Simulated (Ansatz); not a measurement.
Ansatz (a quantum-chemistry and plane-wave program) run on Pb₂SeS (R-3m, 4 atoms in the cell): dielectric-response calculation.

Level of theory: LDA (PW92), default PAW files made with PBE (plane waves; Ansatz).

```xyz
4
Lattice="2.1548 1.2441 7.0366 -2.1548 1.2441 7.0366 0.0000 -2.4881 7.0366" Properties=species:S:1:pos:R:3 pbc="T T T"
Pb     0.0000     0.0000    15.8979
Pb     0.0000     0.0000     5.2119
Se     0.0000     0.0000     0.0000
S      0.0000     0.0000    10.5549
```

Reference input (self-consistent single point, DFT, LDA (PW92), plane waves, default PAW files made with PBE): basis.ecutwfc = 420 eV; kpoints.mp_grid.grid = 7 7 7; hamiltonian.xc = lda; hamiltonian.pseudopotentials = {kind: paw} (the program's default PAW files); scf.occupations.method = fermi_dirac; scf.occupations.width = 0.01 eV. This run's input differs from it in these lines:

Ansatz 0.2 input:
```diff
@@ -11,3 +11,3 @@
 basis:
-  ecutwfc: 420.0
+  ecutwfc: 545.0
 kpoints:
@@ -18,7 +18,4 @@
 scf:
-  occupations: { method: fermi_dirac, width: 0.01 }
-output:
-  forces: true
-  eigenvalues: true
-  stress: true
+  occupations: { method: fixed }
+dielectric: {}
```

Output (repeated stretches shortened):

```
SCF iter   1: F=—  HF=-29459.507178 eV  |F-HF|=—  |Δ(HF+E_count)|=         —  Δρ=4.94e-3  dr2=3.43e-2  ethr=1.77e-3  ⟨swp⟩=5.0  Hψ=10832  notcnv=0  defer=279
all-band conjugate gradients solve this SCF's bands
preconditioner: auto → Resta (q_TF=auto, 2.381 Å⁻¹)
SCF iter   2: F=—  HF=-29459.495717 eV  |F-HF|=—  |Δ(HF+E_count)|=   1.15e-2  Δρ=2.36e-3  dr2=4.55e-3  ethr=6.86e-5  ⟨swp⟩=2.0  Hψ=4195  notcnv=0  defer=293
   [... lines left out ...]
SCF iter   6: F=—  HF=-29459.494123 eV  |F-HF|=—  |Δ(HF+E_count)|=   6.36e-6  Δρ=1.72e-5  dr2=2.66e-7  ethr=1.59e-8  ⟨swp⟩=2.0  Hψ=5400  notcnv=0  defer=102
SCF iter   7: F=—  HF=-29459.494122 eV  |F-HF|=—  |Δ(HF+E_count)|=   6.83e-7  Δρ=4.65e-6  dr2=2.48e-8  ethr=5.32e-10  ⟨swp⟩=2.0  Hψ=5400  notcnv=0  defer=100
SCF iter   8: F=—  HF=-29459.494122 eV  |F-HF|=—  |Δ(HF+E_count)|=   5.51e-9  Δρ=1.04e-6  dr2=1.55e-9  ethr=4.97e-11  ⟨swp⟩=2.0  Hψ=5400  notcnv=0  defer=100
SCF iter   9: F=-29459.494122 eV  HF=-29459.494122 eV  |F-HF|=3.64e-11  |Δ(HF+E_count)|=  6.04e-10  Δρ=2.44e-7  dr2=7.17e-11  ethr=1.00e-12  ⟨swp⟩=6.8  Hψ=14459  notcnv=0
SCF 1 converged in 9 iterations: F = -29459.494122 eV  dr2 = 7.17e-11
DFPT response loops at Γ: preconditioner auto → Resta (q_TF=auto, 2.381 Å⁻¹)  ε∞=13.8 (no band partly filled) …
── the response to a field inside a basis, on 10×10×10 k-points: an SCF that follows is theirs, and a resumed run solves both again ──
Crystal: 4 atoms, lattice volume = 113.178 Å³
Bands: 26, of which v1, the nominal top of the filled ones, is band 25 counted from 1 (24 counted from 0)
k-points: 110
Initial density: handed on by an earlier stage of this run
Initial wavefunctions: pseudopotential atomic-orbital guess (no wavefunctions were taken with the density)
Eigensolver: Dense (110 Hₖ)
   [... lines left out ...]
Free energy (F): -29459.494122 eV
Fermi energy:    7.848501 eV
   [... lines left out ...]
         0.00000   -0.00000   -4.59495
    site 3:
        -4.92088   -0.00000    0.00000
         0.00000   -4.92088    0.00000
         0.00000    0.00000   -4.74404
  Z* charge neutrality: 5.969e-3 e pre-enforcement
  solved inside a basis spanned on kpoints, on 10×10×10 k-points transformed towards the longest dipole …
```

The run converged in 13 iterations. 

Summary of the result:
```
Property                                                                                                               Result
----------------------------------------------------------------------------------------  -----------------------------------
Free energy E − TS (on the zero of these files)                                                                -29459.4941 eV
Top of the valence band (on the code's own zero)                                                                      7.85 eV
Gap on the k-point mesh                                                                                               0.31 eV
ε∞ at this k-point mesh, which may be far from converged in small-gap cells (xx, yy, zz)                     20.3, 20.3, 20.3
Born charges at this mesh (mean of the diagonal, e)                                       Pb 4.68, Pb 4.68, Se -4.49, S -4.86
```

The starting cell comes from a database of computed structures (which also holds hypothetical and non-ambient phases and stackings), without a prior relaxation at this level. Its lattice was rescaled by up to half a per cent. Spin-orbit coupling is off.

Cost on one core of a shared machine: roughly 6 min.
